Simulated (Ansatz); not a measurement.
An Ansatz (an electronic-structure program) input (Ansatz, r2SCAN, PAW, cutoff 500 eV, spin-orbit coupling left out):

Ansatz 0.2 input:
```yaml
crystal:
  lattice:
    - [2.8512966784, 0, 0]
    - [1.4256483392, 2.4692953572, 0]
    - [0, 0, 2.8658618534]
  atoms:
    - { symbol: W, position: [0, 0, 0] }
    - { symbol: C, position: [0.6666666667, 0.6666666667, 0.5] }
basis: { ecutwfc: 500, ecutrho_ratio: 4, xc_grid: 4, fft_grid_basis: typed }
kpoints: { mp_grid: { grid: [18, 18, 16] } }
hamiltonian:
  xc: r2scan
  dispersion: none
  pseudopotentials: { kind: paw }
scf: { occupations: { method: fermi_dirac, width: 0.05 } }
relax: { f_tol: 0.005, max_steps: 50, cell: { stress_tol: 0.01, fix: [a, b, gamma] } }
output: { forces: true, stress: true }
checkpoint: { write: state.ck, write_every: 1000 }
```

**Question.** Which symmetry and how many k-points will the program report, and about how many plane waves at Γ?

**Answer.** Space group P-6m2 (ITA 187) with 12 operations, k-points 333 of 5184, and 527 plane waves at Γ.

**Question.** And the final pressure?

**Answer.** 13.99 GPa (compression positive).

The cells carry an imposed strain or load. Whether these cells are dynamically stable was not tested. All final runs are without spin polarisation. The cell was made from WC (space group P-6m2, No. 187) by this change: biaxial strain −2.09 %, plane normal [001], relaxed out of plane.
